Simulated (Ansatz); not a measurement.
Cell and atoms of amorphous In24O38Zr:

```xyz
63
Lattice="9.6249 0.1376 -0.2679 0.1376 9.5170 -0.0905 -0.2679 -0.0905 9.7217" Properties=species:S:1:pos:R:3 pbc="T T T"
In     1.1987     9.3825     2.9039
In     4.6877     2.2106     7.8125
In     6.6116     2.7748     1.1193
In     8.1761     2.6480     8.3680
In    -0.1205     0.3248     5.9371
In     7.3696     9.2576     1.9789
In     3.2838     9.2508     5.7340
In     1.2331     4.2585     7.7395
In     2.2632     2.8567     4.5237
In     4.0956     4.9097     0.1030
In     4.1997     7.5226     2.8598
In     5.2484     4.4907     3.7712
In     5.9008     1.2084     4.6216
In     8.7564     4.0115     4.5638
In     6.8047     6.3036     0.8131
In     4.4517     8.1363     8.8623
In     3.6423     1.5290     1.8200
In     7.0986     7.4262     4.7573
In     0.7084     7.0551     0.6378
In     1.2649     6.2316     4.1687
In     3.9519     5.7631     6.4332
In     1.3464     0.5973     9.1018
In     7.1306     5.5000     7.4407
In     0.7301     3.5520     1.3111
O      1.7612     0.8139     7.0202
O      5.0084     8.6656     4.5784
O      8.1470     0.9094     7.1575
O      0.8362     4.2630     3.2659
O      6.8726     3.1313     4.0875
O      3.2892     7.6040     7.1390
O      3.3918     4.1389     7.8189
O      7.4546     7.5875     6.8196
O      8.1904     6.4676     9.2431
O      1.2444     8.3670     4.9066
O      3.4658     9.5147     0.2596
O      2.8139     0.7180     3.7522
O      2.0144     7.3840     2.3964
O      3.6199     5.9900     4.2216
O      4.2302     1.9666     5.7331
O      5.3843     0.1894     7.8262
O      4.5514     2.7374     0.2088
O      7.7358     1.2128     0.1716
O      1.8663     4.7124     5.7581
O      3.6568     3.3190     3.0272
O      8.7891     6.1130     4.3840
O      5.3278     6.0379     8.4936
O      0.6597     2.6166     8.9488
O      6.3402     3.4808     7.9759
O      5.7966     4.6691     1.6943
O      9.2433     8.4761     1.8184
O      8.8063     4.2690     6.8099
O      5.7372     1.1922     2.4219
O      6.4620     7.3305     2.7189
O      0.1179     8.5433     8.9812
O      8.3297     3.9232     0.6021
O      1.7631     5.2036     0.0943
O      7.7926     9.5023     4.2792
O      0.2881     2.0503     4.7727
O      1.4149     1.5251     1.5525
O      5.9393     5.5728     5.5424
O      6.6255     8.3862     0.1785
O      4.3462     6.8516     0.8821
Zr     7.6195     8.9045     8.3432
```

Computed with PBE, scalar-relativistic without spin-orbit coupling (plane waves to 420 eV, PAW; Ansatz, an electronic-structure program).

Preparation: random packing, a CHGNet melt and quench, and a DFT relaxation. O atoms were pushed apart under 1.9 Å during the dynamics, to hinder bonds among them. The hot cell started wider than the set density and was brought back towards it in steps. It is the lowest in DFT energy of 2 quenches. It is a model cell: composition and starting density were chosen by hand, and all elements were melted together. No dispersion term was used. Its density started from a set value of 6.45 and ended at 6.45 g/cm³. Cooling (nominally 280 K/ps over its main leg) ran many orders faster than in experiment, which tends to leave more defects and strain. One small periodic cell is one sample of the glass; other quenches scatter about these values. The volume was held where the preparation left it and the shape relaxed, at a PBE pressure of -0.3 GPa (tension).

Neighbours within In-In 3.12 Å, In-O 2.64 Å, In-Zr 3.27 Å, O-O 1.58 Å, O-Zr 2.65 Å, Zr-Zr 3.41 Å count as bonded. Two cations that share two anions don't count as bonded, nor two that share one unless they lie closer than In-In 3.04 Å, In-Zr 3.18 Å, Zr-Zr 3.32 Å.

Give the coordination numbers, mean bond lengths and angles.


- Mean coordination of In by anions: 5.50 (12 with 5, 12 with 6)
- Mean coordination of O: 3.63 (15 with 3, 22 with 4, 1 with 5)
- Mean coordination of Zr by anions: 6.00 (1 with 6)
- Mean In-O bond: 2.212 Å (spread 0.101 Å, 132 counted)
- Mean O-Zr bond: 2.162 Å (spread 0.106 Å, 6 counted)
- Bond angle at In: mean 104.5°, spread 29.0°
- Bond angle at O: mean 110.5°, spread 17.3°
- Bond angle at Zr: mean 103.6°, spread 30.9°

List the pairs of like atoms that count as bonded by the rules above.

There are none by these rules.
